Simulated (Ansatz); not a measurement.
Results of LDA+SOC in Ansatz (PAW) for corundum Ga2O3 (metastable phase).

Settings: plane-wave cutoff 520 eV, 8×8×8 k mesh, Fermi–Dirac smearing 0.01 eV, PAW data made under PBE.

Cell (measured lattice):

```cif
data_Ga4O6
_chemical_formula_sum 'Ga4 O6'
_space_group_name_H-M_alt 'P 1'
_space_group_IT_number 1
_cell_length_a 5.32046
_cell_length_b 5.32046
_cell_length_c 5.32046
_cell_angle_alpha 55.810
_cell_angle_beta 55.810
_cell_angle_gamma 55.810
loop_
_space_group_symop_operation_xyz
  'x, y, z'
loop_
_atom_site_label
_atom_site_type_symbol
_atom_site_fract_x
_atom_site_fract_y
_atom_site_fract_z
_atom_site_occupancy
Ga1 Ga 0.85561 0.85561 0.85561 1
Ga2 Ga 0.35561 0.35561 0.35561 1
Ga3 Ga 0.14439 0.14439 0.14439 1
Ga4 Ga 0.64439 0.64439 0.64439 1
O1 O 0.44719 0.05281 0.75000 1
O2 O 0.05281 0.75000 0.44719 1
O3 O 0.55281 0.94719 0.25000 1
O4 O 0.25000 0.55281 0.94719 1
O5 O 0.94719 0.25000 0.55281 1
O6 O 0.75000 0.44719 0.05281 1
```

### Question
Predict the band gap and smallest direct gap on the k points sampled.

### Answer

- band gap: 2.81 eV (indirect)
- smallest direct gap on the k points sampled: 3.06 eV

Note: cell and atoms aren't relaxed at this level (pressure -4.8 GPa).

Static lattice: no zero-point or thermal effects.

Ansatz is a first-principles code.
